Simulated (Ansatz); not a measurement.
The parent structure is KF in the rock salt structure (space group Fm-3m, No. 225; a = 5.307 Å).

Structures relaxed with PBEsol (Ansatz, a first-principles code; PAW; 420 eV plane waves; no spin-orbit coupling).

Base:

Simulated powder pattern, Cu Kα, λ = 1.54184 Å (kinematic, ideal powder, no thermal factors, no anomalous dispersion; the 14 strongest lines at most, above 2 %, up to 2θ = 90°):

```csv
2θ (°),I/Imax (%),hkl
29.15,23,(111)
33.78,100,(200)
48.52,61,(220)
57.61,9.3,(311)
60.43,19,(222)
71.05,7.9,(400)
78.58,4.0,(331)
81.03,21,(420)
```

The change: an isotropic linear strain of +1.00 %; the atoms relax in the strained cell.

Question: Where do the lines fall after the change?

Answer: 
Simulated powder pattern, Cu Kα, λ = 1.54184 Å (kinematic, ideal powder, no thermal factors, no anomalous dispersion; the 14 strongest lines at most, above 2 %, up to 2θ = 90°):

| 2θ (°) | d (Å) | I/Imax (%) | hkl |
|---|---|---|---|
| 28.85 | 3.095 | 23 | (111) |
| 33.44 | 2.680 | 100 | (200) |
| 48.01 | 1.895 | 62 | (220) |
| 56.98 | 1.616 | 9.3 | (311) |
| 59.77 | 1.547 | 19 | (222) |
| 70.25 | 1.340 | 8.0 | (400) |
| 77.65 | 1.230 | 4.0 | (331) |
| 80.07 | 1.198 | 21 | (420) |
| 89.60 | 1.094 | 16 | (422) |

The indices refer to the base's conventional cell; one index is shown for lines that coincide.

No phonon test of stability was made.
